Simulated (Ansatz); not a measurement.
Start from Al in the fcc (Cu type) structure (space group Fm-3m, No. 225; relaxed with 0.1 eV smearing).

```cif
data_Al4
_chemical_formula_sum 'Al4'
_space_group_name_H-M_alt 'Fm-3m'
_space_group_IT_number 225
_space_group_name_Hall '-F 4 2 3'
_cell_length_a 3.99366
_cell_length_b 3.99366
_cell_length_c 3.99366
_cell_angle_alpha 90.000
_cell_angle_beta 90.000
_cell_angle_gamma 90.000
loop_
_atom_site_label
_atom_site_type_symbol
_atom_site_symmetry_multiplicity
_atom_site_Wyckoff_symbol
_atom_site_fract_x
_atom_site_fract_y
_atom_site_fract_z
_atom_site_occupancy
Al1 Al 4 a 0.00000 0.00000 0.00000 1
```
(The calculation used a cell of 1 atom; values per cell refer to that cell.)

Method: r2SCAN (Ansatz, a first-principles code; PAW; 500 eV plane waves; spin-orbit coupling left out).

Base values:

- Pressure = 0.0 GPa

Now apply this change: every lattice vector is stretched by 2.00 %; the atoms relax in the strained cell.

Q: What happens to the pressure and energy relative to the base?

A: The pressure goes from zero to -4.8 GPa; the energy goes up by 15 meV/atom.

Whether these cells are dynamically stable was not tested.
